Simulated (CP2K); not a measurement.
Band structure of NbZn3 (Pm-3m, 4 atoms in the cell).

```xyz
4
Lattice="3.9100 0.0000 0.0000 0.0000 3.9100 0.0000 0.0000 0.0000 3.9100" Properties=species:S:1:pos:R:3 pbc="T T T"
Nb     0.0000     0.0000     0.0000
Zn     1.9550     0.0000     1.9550
Zn     0.0000     1.9550     1.9550
Zn     1.9550     1.9550     0.0000
```

Level of theory: PBEsol, GPW, DZVP-MOLOPT-SR-GTH basis, GTH-PBE potentials (GTH_POTENTIALS) in CP2K.

Settings: CUTOFF = 600 Ry; REL_CUTOFF = 50 Ry; SMEAR/METHOD = FERMI_DIRAC; ELECTRONIC_TEMPERATURE = 1160.45 K; KPOINTS/SCHEME = MONKHORST-PACK 7 7 7; XC_FUNCTIONAL = PBE:PBESOL; Nb/BASIS_SET = DZVP-MOLOPT-SR-GTH; Nb/POTENTIAL = GTH-PBE-q13; Zn/BASIS_SET = DZVP-MOLOPT-SR-GTH; Zn/POTENTIAL = GTH-PBE-q12; METHOD = GPW; EPS_DEFAULT = 1e-10; EXTRAPOLATION = USE_GUESS; NGRIDS = 5.

The starting cell comes from a database of computed structures (which also holds hypothetical and non-ambient phases and stackings), without a prior relaxation at this level. Spin polarisation is off. Values carry the incompleteness of an atom-centred basis. The potentials were made for another functional than the one used.

Levels in eV from the Fermi level, bands 21 to 26:
| point | 21 | 22 | 23 | 24 | 25 | 26 |
|---|---|---|---|---|---|---|
| Γ | -1.40 | -1.40 | 0.36 | 0.36 | 0.36 | 1.53 |
| X | -6.15 | -1.17 | -1.12 | -1.12 | 1.50 | 1.64 |
| M | -3.53 | -3.39 | -3.39 | -0.41 | -0.41 | 1.71 |
| R | -2.92 | -2.92 | -2.61 | -1.10 | -1.10 | -1.10 |

Bands cross the Fermi level along this path, so the cell is metallic at this level.

Higher empty bands are left out: an atom-centred basis made for the valence describes them poorly.
